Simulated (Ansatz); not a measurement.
Input and output of a self-consistent single point for Na2CdSn (P3m1, 8 atoms in the cell) (Ansatz, a program for electronic structure).

Level of theory: PBEsol, default PAW files made with PBE (plane waves; Ansatz).

```
Na2CdSn
1.0
    4.97037     0.00000     0.00000
   -2.48519     4.30447     0.00000
    0.00000     0.00000    10.01235
Na Cd Sn
4 2 2
Direct
  0.66667   0.33333   0.58774
  0.33333   0.66667   0.41725
  0.33333   0.66667   0.08275
  0.66667   0.33333   0.91725
  0.00000   0.00000   0.75000
  0.00000   0.00000   0.25000
  0.33333   0.66667   0.75000
  0.66667   0.33333   0.25000
```

Reference input (self-consistent single point, DFT, PBEsol, plane waves, default PAW files made with PBE): basis.ecutwfc = 420 eV; kpoints.mp_grid.grid = 7 7 3; hamiltonian.xc = pbesol; hamiltonian.pseudopotentials = {kind: paw} (the program's default PAW files); scf.occupations.method = fermi_dirac; scf.occupations.width = 0.1 eV. This run's input differs from it in these lines:

Ansatz 0.2 input:
```diff
@@ -17,3 +17,3 @@
 kpoints:
-  mp_grid: { grid: [7, 7, 3] }
+  mp_grid: { grid: [5, 5, 2] }
 hamiltonian:
@@ -22,3 +22,3 @@
 scf:
-  occupations: { method: fermi_dirac, width: 0.1 }
+  occupations: { method: fermi_dirac, width: 0.3 }
 output:
```

Output, abridged:

```
SCF iter   1: F=—  HF=-34172.977623 eV  |F-HF|=—  |Δ(HF+E_count)|=         —  Δρ=5.00e-3  dr2=9.61e-2  ethr=1.77e-3  ⟨swp⟩=10.2  Hψ=3146  notcnv=0
all-band conjugate gradients solve this SCF's bands
preconditioner: auto → LDOS
SCF iter   2: F=—  HF=-34172.954866 eV  |F-HF|=—  |Δ(HF+E_count)|=   2.28e-2  Δρ=3.27e-3  dr2=1.51e-2  ethr=9.24e-5  ⟨swp⟩=2.0  Hψ=1205  notcnv=0
SCF iter   3: F=—  HF=-34172.951094 eV  |F-HF|=—  |Δ(HF+E_count)|=   3.77e-3  Δρ=2.08e-3  dr2=6.68e-3  ethr=1.46e-5  ⟨swp⟩=2.0  Hψ=1218  notcnv=0
SCF iter   4: F=—  HF=-34172.948901 eV  |F-HF|=—  |Δ(HF+E_count)|=   2.19e-3  Δρ=6.27e-4  dr2=5.80e-4  ethr=6.42e-6  ⟨swp⟩=2.0  Hψ=1116  notcnv=0
SCF iter   5: F=—  HF=-34172.948650 eV  |F-HF|=—  |Δ(HF+E_count)|=   2.51e-4  Δρ=1.33e-4  dr2=2.84e-5  ethr=5.58e-7  ⟨swp⟩=2.1  Hψ=1080  notcnv=0
SCF iter   6: F=—  HF=-34172.948636 eV  |F-HF|=—  |Δ(HF+E_count)|=   1.48e-5  Δρ=1.69e-5  dr2=4.53e-7  ethr=2.73e-8  ⟨swp⟩=2.9  Hψ=1364  notcnv=0
SCF iter   7: F=-34172.948636 eV  HF=-34172.948636 eV  |F-HF|=1.35e-8  |Δ(HF+E_count)|=   5.10e-8  Δρ=2.09e-6  dr2=1.88e-8  ethr=9.62e-11  ⟨swp⟩=8.3  Hψ=2846  notcnv=0
SCF 1 converged in 7 iterations: F = -34172.948636 eV  dr2 = 1.88e-8
Free energy (F): -34172.948636 eV
Internal energy: -34172.321390 eV  (E = F + TS)
E sigma→0 (E₀):  -34172.635013 eV
Entropy (-TS):   -0.627246 eV (-78.406 meV/atom)
Fermi energy:    6.961591 eV
--- Forces (eV/Å), atoms counted from 1 ---
  atom   1  Na    -0.00000000     0.00000000    -0.14271541
  atom   2  Na     0.00000000    -0.00000000     0.06408827
  atom   3  Na    -0.00000000    -0.00000000    -0.05076444
  atom   4  Na     0.00000000     0.00000000     0.07555731
  atom   5  Cd     0.00000000    -0.00000000     0.01381991
  atom   6  Cd     0.00000000     0.00000000    -0.00226892
  atom   7  Sn     0.00000000     0.00000000     0.02085175
  atom   8  Sn     0.00000000    -0.00000000     0.02159068
--- Stress (GPa, compression-positive) ---
        0.245914       0.000000      -0.000000
        0.000000       0.245914       0.000000
       -0.000000       0.000000       0.331836
  P = ⅓ Tr σ = 0.2746 GPa (2.746 kbar)
  The stress holds the Pulay correction. Without it, at fixed plane waves, as pw.x and ABINIT print it: P = 0.2590 GPa
```

The run converged in 7 iterations. Against the reference run the free energy falls by 16.4 meV/atom, the pressure goes from 0.01 to 0.27 GPa and the largest force goes from 0.127 to 0.143 eV/Å.

The starting cell comes from a database of computed structures (which also holds hypothetical and non-ambient phases and stackings), without a prior relaxation at this level. Its lattice was rescaled by up to half a per cent. One atom was moved a little off its site on purpose. Ansatz's pressure includes its estimate of the finite-basis (Pulay) stress.
